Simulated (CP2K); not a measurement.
A self-consistent single point of ZnS (F-43m, 2 atoms in the cell) with CP2K.

Level of theory: PBE, GPW, DZVP-MOLOPT-SR-GTH basis, GTH-PBE potentials (GTH_POTENTIALS) (CP2K).

The change in words: lattice scaled by 0.98. Reference geometry:
```xyz
2
Lattice="3.8045 0.0000 0.0000 1.9022 3.2948 0.0000 1.9022 1.0983 3.1064" Properties=species:S:1:pos:R:3 pbc="T T T"
Zn     0.0000     0.0000     0.0000
S      1.9022     1.0983     0.7766
```

Reference input (self-consistent single point, DFT PBE, GPW, DZVP-MOLOPT-SR-GTH basis, GTH-PBE potentials (GTH_POTENTIALS)): CUTOFF = 600 Ry; REL_CUTOFF = 50 Ry; SMEAR/METHOD = FERMI_DIRAC; ELECTRONIC_TEMPERATURE = 116.05 K; KPOINTS/SCHEME = MONKHORST-PACK 11 11 11; XC_FUNCTIONAL = PBE; Zn/BASIS_SET = DZVP-MOLOPT-SR-GTH-q12; Zn/POTENTIAL = GTH-PBE-q12; S/BASIS_SET = DZVP-MOLOPT-SR-GTH-q6; S/POTENTIAL = GTH-PBE-q6; METHOD = GPW; EPS_DEFAULT = 1e-10. This run's input differs from it in these lines:

```diff
@@ -63,4 +63,4 @@
     &CELL
-      ABC 3.80449300 3.80449361 3.80449377
-      ALPHA_BETA_GAMMA 59.99999414 59.99999802 59.99999659
+      ABC 3.72840300 3.72840300 3.72840243
+      ALPHA_BETA_GAMMA 60.00000603 60.00000386 60.00000886
       PERIODIC XYZ
@@ -69,3 +69,3 @@
       Zn       0.00000000     0.00000000     0.00000000
-      S        1.90224675     1.09826275     0.77658900
+      S        1.86420125     1.07629725     0.76105700
     &END COORD
```

The program printed (abridged):

```
 SCF WAVEFUNCTION OPTIMIZATION

  Step     Update method      Time    Convergence         Total energy    Change
     1 NoMix/Diag. 0.30E+00      -     1.63669046       -70.9120643177 -7.09E+01
     2 Broy./Diag. 0.30E+00      -     0.03391588       -70.7254373409  1.87E-01
     3 Broy./Diag. 0.30E+00      -     0.08329188       -70.6876873568  3.77E-02
     4 Broy./Diag. 0.30E+00      -     0.01624606       -70.7241078324 -3.64E-02
     5 Broy./Diag. 0.30E+00      -     0.00329723       -70.8007384046 -7.66E-02
     6 Broy./Diag. 0.30E+00      -     0.00232439       -70.8050215363 -4.28E-03
   [... 6 lines left out ...]
    13 Broy./Diag. 0.30E+00      -     0.00000421       -70.7955772838  1.24E-05
    14 Broy./Diag. 0.30E+00      -     0.00000316       -70.7955641450  1.31E-05
    15 Broy./Diag. 0.30E+00      -     0.00000114       -70.7955608772  3.27E-06
    16 Broy./Diag. 0.30E+00      -     0.00000007       -70.7955591854  1.69E-06
  *** SCF run converged in    16 steps ***

  Overlap energy of the core charge distribution:               0.00000000437606
  Self energy of the core charge distribution:               -103.82984772853666
  Core Hamiltonian energy:                                     30.97378880965117
  Hartree energy:                                              13.38467375749939
  Exchange-correlation energy:                                -11.32417402834554
  Electronic entropic energy:                                  -0.00000000000000
  Fermi energy:                                                 0.18744834482094

  Total energy:                                               -70.79555918535559
  Total energy (extrapolated to T->0):                        -70.79555918535559

   [... lines left out ...]

 STRESS| Analytical stress tensor [bar]
 STRESS|                        x                   y                   z
 STRESS|      x        8.76447870383E+04   2.57562071486E+00   1.82142831861E+00
 STRESS|      y        2.57562071486E+00   8.76422784471E+04   6.64225376999E-01
 STRESS|      z        1.82142831861E+00   6.64225376999E-01   8.76416018873E+04
 STRESS| 1/3 Trace                                             8.76428891242E+04
```

The run converged in 16 iterations. Against the reference run the free energy goes up by 40.9 meV/atom, the pressure goes from 3.00 to 8.76 GPa and the gap on the mesh goes from 2.149 to 2.422 eV.

The starting cell comes from a database of computed structures (which also holds hypothetical and non-ambient phases and stackings), without a prior relaxation at this level. Its lattice was rescaled by a random factor within 2.5 % of one. For this run, on top of that: lattice scaled by 0.98. Values carry the incompleteness of an atom-centred basis. With a pressure of about 9 GPa the cell is away from its equilibrium volume at this level.

Cost on one core of a shared machine: roughly 50 s.
